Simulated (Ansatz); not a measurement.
The parent structure is LaWN3 (space group P4mm, No. 99; a = 3.934 Å, c = 4.136 Å; a cell from a computed database, its experimental status unchecked).

Levels (all Ansatz, a quantum-chemistry and plane-wave program, PAW): PBEsol (420 eV, no spin-orbit coupling); PBEsol+SOC (420 eV, spin-orbit coupling included).

The geometry is relaxed with PBEsol.

- PBEsol pressure = 0.0 GPa

How does going to PBEsol+SOC change the pressure?

The pressure goes from zero to -0.3 GPa.

Single points use the geometry relaxed with PBEsol. Differences between runs with and without spin-orbit coupling are approximate. Whether these cells are dynamically stable was not tested. The runs without spin-orbit coupling are not spin-polarised.
